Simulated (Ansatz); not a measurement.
## How far to go with shifted k-point meshes: MnTlCl3 (P4mm, 5 atoms in the cell)

```xyz
5
Lattice="5.0439 0.0000 0.0000 0.0000 5.0439 0.0000 0.0000 0.0000 5.0439" Properties=species:S:1:pos:R:3 pbc="T T T"
Mn     2.5220     2.5220     2.5720
Tl     0.0000     0.0000     0.0000
Cl     0.0000     2.5220     2.5220
Cl     2.5220     0.0000     2.5220
Cl     2.5220     2.5220     0.0000
```
Moments meant for the start (each program seeds them in its own way; μB, in the order of the atoms Mn Tl Cl Cl Cl): 4.0 0.0 0.0 0.0 0.0.

Computed with PBEsol, default PAW files made with PBE (plane waves; Ansatz, a quantum-chemistry and plane-wave program).

Base settings: basis.ecutwfc = 420 eV; kpoints.mp_grid.grid = 5 5 5; hamiltonian.xc = pbesol; hamiltonian.pseudopotentials = {kind: paw} (the program's default PAW files); magnetization.spin_polarized = true; scf.occupations.method = fermi_dirac; scf.occupations.width = 0.01 eV.

In this ladder: kpoints.mp_grid.shift = 0.5 0.5 0.5.

Shifted meshes do not hold Γ, so a gap read on them misses any band edge there.

Only quantities that move along the ladder and can be compared are tabulated.

The count of work is k-points × plane waves × bands × iterations; it is no time. Core times come from one kind of shared machine, to one figure; runs under 30 s give none.

The starting cell comes from a database of computed structures (which also holds hypothetical and non-ambient phases and stackings), without a prior relaxation at this level. Its lattice was rescaled by up to half a per cent. One atom was moved a little off its site on purpose. Spin-orbit coupling is off. With one magnetic atom in the cell only a parallel order is possible. Ansatz's pressure includes its estimate of the finite-basis (Pulay) stress.

| kpoints.mp_grid.grid | free energy less the last step's (meV/atom) | pressure (GPa) | largest difference of a force vector from the last step's (eV/Å) | gap on the mesh (eV) | count of work / last | core time / last (rough) |
|---|---|---|---|---|---|---|
| 1 1 1 | -71.41 | -1.86 | 0.222 | 2.057 | 0.0056 | – |
| 2 2 2 | 8.18 | -1.92 | 0.033 | 2.589 | 0.0051 | – |
| 3 3 3 | -0.67 | -2.05 | 0.002 | 1.234 | 0.031 | – |
| 4 4 4 | -0.03 | -2.04 | 0.000 | 1.540 | 0.031 | – |
| 5 5 5 | -0.01 | -2.04 | 0.000 | 1.097 | 0.10 | – |
| 6 6 6 | 0.00 | -2.03 | 0.000 | 1.256 | 0.083 | – |
| 7 7 7 | 0.00 | -2.04 | 0.000 | 1.048 | 0.22 | 0.2 |
| 8 8 8 | 0.00 | -2.03 | 0.000 | 1.146 | 0.22 | 0.2 |
| 9 9 9 | 0.00 | -2.03 | 0.000 | 1.027 | 0.38 | 0.4 |
| 10 10 10 | 0.00 | -2.03 | 0.000 | 1.093 | 0.42 | 0.4 |
| 11 11 11 | 0.00 | -2.03 | 0.000 | 1.015 | 0.71 | 0.6 |
| 12 12 12 | 0.00 | -2.03 | 0.000 | 1.064 | 0.64 | 0.6 |
| 13 13 13 | 0.00 | -2.03 | 0.000 | 1.008 | 1.0 | 1.0 |
| 14 14 14 | 0.00 | -2.03 | 0.000 | 1.045 | 1.0 | 1 |

Coarsest kpoints.mp_grid.grid that holds the free energy within 2 meV/atom of the last step, with all finer ones: 3 3 3, at 0.031 of the last step's count of work; the step before is off by 8.2 meV/atom.

Coarsest kpoints.mp_grid.grid that holds the pressure within 0.05 GPa of the last step, with all finer ones: 3 3 3, at 0.031 of the last step's count of work; the step before is off by 0.12 GPa.

The gap on the mesh jumps up and down from mesh to mesh; it is no smooth measure of convergence.

Keys are those of Ansatz 0.2.
